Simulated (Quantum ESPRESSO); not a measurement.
A self-consistent single point of RbH (Fm-3m, 2 atoms in the cell) with Quantum ESPRESSO.

Method: LDA (PW92), PseudoDojo standard norm-conserving (LDA) pseudopotentials (plane waves; Quantum ESPRESSO).

```
CELL_PARAMETERS angstrom
      0.00000     2.98906     2.98906
      2.98906     0.00000     2.98906
      2.98906     2.98906     0.00000
ATOMIC_POSITIONS crystal
  Rb 0.50000 0.50000 0.50000
  H  0.00000 0.00000 0.00000
```

Reference input (self-consistent single point, DFT, LDA (PW92), plane waves, PseudoDojo standard norm-conserving (LDA) pseudopotentials): ecutwfc = 75 Ry; occupations = fixed; potentials = {Rb: Rb.upf, H: H.upf}; K_POINTS = automatic 5 5 5 0 0 0; nbnd = 13; conv_thr = 1e-10 Ry; mixing_beta = 0.7. This run's input differs from it in these lines:

```diff
@@ -13,3 +13,3 @@
     ntyp = 2
-    ecutwfc = 75
+    ecutwfc = 52
     occupations = 'fixed'
```

Log, with long lists cut:

```
     Self-consistent Calculation

     iteration #  1     ecut=    52.00 Ry     beta= 0.70

     total energy              =     -55.35943996 Ry
     estimated scf accuracy    <       0.13872513 Ry

     iteration #  2     ecut=    52.00 Ry     beta= 0.70

     total energy              =     -55.39041452 Ry
     estimated scf accuracy    <       0.01007447 Ry

     iteration #  3     ecut=    52.00 Ry     beta= 0.70

     total energy              =     -55.39226517 Ry
     estimated scf accuracy    <       0.00018544 Ry

   [... 2 blocks of this kind left out ...]

     iteration #  6     ecut=    52.00 Ry     beta= 0.70

     total energy              =     -55.39227960 Ry
     estimated scf accuracy    <          1.6E-09 Ry

     iteration #  7     ecut=    52.00 Ry     beta= 0.70
     End of self-consistent calculation

     highest occupied, lowest unoccupied level (ev):     2.0029    5.1075

!    total energy              =     -55.39227960 Ry
     estimated scf accuracy    <          2.4E-11 Ry

     convergence has been achieved in   7 iterations

     Forces acting on atoms (cartesian axes, Ry/au):

     atom    1 type  1   force =    -0.00000000   -0.00000000   -0.00000000
     atom    2 type  2   force =     0.00000000    0.00000000    0.00000000

     Total force =     0.000000     Total SCF correction =     0.000000

          total   stress  (Ry/bohr**3)                   (kbar)     P=      -12.81
  -0.00008707   0.00000000  -0.00000000          -12.81        0.00       -0.00
   0.00000000  -0.00008707   0.00000000            0.00      -12.81        0.00
   0.00000000  -0.00000000  -0.00008707            0.00       -0.00      -12.81

   JOB DONE.
```

The run converged in 7 iterations. Against the reference run the free energy rises by 3.2 meV/atom, the pressure hardly changes (-1.20 to -1.28 GPa) and the gap on the mesh stays at 3.105 eV.

The starting cell comes from a database of computed structures (which also holds hypothetical and non-ambient phases and stackings), without a prior relaxation at this level. Its lattice was rescaled by up to half a per cent.
